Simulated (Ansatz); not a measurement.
# A constructed model of the (111) surface of fcc Cu, a layer of Os in place of the second plane (bottom of the slab: a bare face, its two planes held)

These are PBE (plane waves to 420 eV, PAW; Ansatz, an electronic-structure program) values and carry that method's errors.

Model: 6-atom slab, 10.6 Å thick at the start with caps and adatoms (thin: gaps and levels are the slab's own), 17x17x1 mesh, Fermi-Dirac 0.1 eV, dipole correction, 2 atoms held, the rest relaxed; symmetry of the start imposed; no spin, no spin-orbit, no U. It is one candidate, not shown to be the stable structure of the face.

```json
{
 "work_function_of_the_top_face": "5.34 eV",
 "energy_released_by_relaxation": "0.027 eV",
 "cost": "very roughly 50 core-seconds"
}
```
